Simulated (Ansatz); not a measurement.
**Pressure series in ZnS**

The reference is ZnS in the wurtzite structure (space group P6_3mc, No. 186; a = 3.806 Å, c = 6.245 Å).

Cell and atoms are relaxed at each pressure.

Calculations: r2SCAN (Ansatz, a program for electronic structure, PAW, scalar-relativistic without spin-orbit coupling).

```csv
change,density,band gap,gap character,electron mass
base,4.13 g/cm³,2.78 eV,direct at Γ,"0.18 mₑ along c, 0.21 mₑ across (at Γ)"
pressure −2 GPa,4.02 g/cm³,2.65 eV,direct at Γ,"0.18 mₑ along c, 0.20 mₑ across (at Γ)"
pressure −1 GPa,4.08 g/cm³,___,direct at Γ,"0.18 mₑ along c, 0.20 mₑ across (at Γ)"
pressure 3 GPa,4.28 g/cm³,2.94 eV,direct at Γ,"0.18 mₑ along c, 0.21 mₑ across (at Γ)"
pressure 7 GPa,___,3.13 eV,direct at Γ,___
pressure 15 GPa,4.76 g/cm³,3.44 eV,direct at Γ,"0.19 mₑ along c, 0.24 mₑ across (at Γ)"
pressure 30 GPa,5.21 g/cm³,___,"indirect, Γ → K","0.31 mₑ along c, 0.49 mₑ across (at K)"
pressure 50 GPa,5.70 g/cm³,2.82 eV,"indirect, Γ → K","0.29 mₑ along c, 0.45 mₑ across (at K)"
pressure 75 GPa,6.21 g/cm³,1.85 eV,"indirect, Γ → K","0.26 mₑ along c, 0.41 mₑ across (at K)"
pressure 100 GPa,6.69 g/cm³,0.73 eV,"indirect, Γ → K","0.24 mₑ along c, 0.36 mₑ across (at K)"
```

Task: Complete the table.

Result: 
- pressure −1 GPa, band gap: 2.72 eV
- pressure 7 GPa, density: 4.46 g/cm³
- pressure 7 GPa, electron mass: 0.18 mₑ along c, 0.22 mₑ across (at Γ)
- pressure 30 GPa, band gap: 3.48 eV

Load acts through the strain it causes; cell and atoms are relaxed under it. Masses are band curvatures over ±0.01 Å⁻¹ around the edge. No phonon test of stability was made. Tetrahedral semiconductors of this kind turn to denser phases somewhere between about 1 and 50 GPa; those were not computed, so compressed cells here can lie past the real transition.
